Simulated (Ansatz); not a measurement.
# Response to strain in ZnAg

Start from ZnAg in the CsCl type structure (space group Pm-3m, No. 221; a = 3.118 Å; relaxed with 0.1 eV smearing). Axes: x, y, z lie along the cube axes.

Strains are applied to the cell and any free atomic positions relax; under biaxial strain the out-of-plane vector relaxes too.

The values are results of DFT with PBEsol, PAW potentials and a 420 eV plane-wave cutoff in Ansatz (an electronic-structure program), no spin-orbit coupling, not measurements.

Notes on the quantities. pressure: mean of the normal stresses, compression positive.

```tsv
case	volume per atom	pressure	space group
base	15.15 Å³	0.0 GPa	Pm-3m (No. 221)
biaxial strain −0.53 %, plane normal [001], relaxed out of plane	15.13 Å³	0.2 GPa	P4/mmm (No. 123)
isotropic strain −0.17 %	15.08 Å³	0.6 GPa	Pm-3m (No. 221)
isotropic strain +4.57 %	17.33 Å³	-10.7 GPa	Pm-3m (No. 221)
uniaxial strain ε_yy = −5.10 %	14.38 Å³	7.0 GPa	P4/mmm (No. 123)
uniaxial strain ε_zz = −2.77 %	14.73 Å³	3.5 GPa	P4/mmm (No. 123)
```

Stability against distortions was not tested.
